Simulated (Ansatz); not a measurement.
Stishovite (SiO2) was calculated with r²SCAN+rVV10 (Ansatz, an electronic-structure program, PAW).

Settings: plane-wave cutoff 560 eV, 8×8×12 k mesh (along the axes of the cell as run), Fermi–Dirac smearing 0.01 eV, scalar-relativistic PAW data made under PBE.

Computed at the level's own relaxed cell.

```yaml
crystal:
  lattice:
    - [4.17562, 0.00000, 0.00000]
    - [0.00000, 4.17562, 0.00000]
    - [0.00000, 0.00000, 2.66810]
  atoms:
    - { symbol: Si, position: [0.00000, 0.00000, 0.00000] }
    - { symbol: Si, position: [0.50000, 0.50000, 0.50000] }
    - { symbol: O, position: [0.30578, 0.30578, 0.00000] }
    - { symbol: O, position: [0.80578, 0.19422, 0.50000] }
    - { symbol: O, position: [0.19422, 0.80578, 0.50000] }
    - { symbol: O, position: [0.69422, 0.69422, 0.00000] }
```

List the 20 lowest band energies at Γ above −25 eV (eV, relative to the valence band maximum), grouping those that round alike.

At Γ: -23.57, -19.96 (×2), -19.67, -11.08, -6.52 (×2), -6.38, -5.48, -5.18, -3.18 (×2), -2.50, -0.89 (×2), 0.00, 6.56, 7.63, 9.47 (×2).
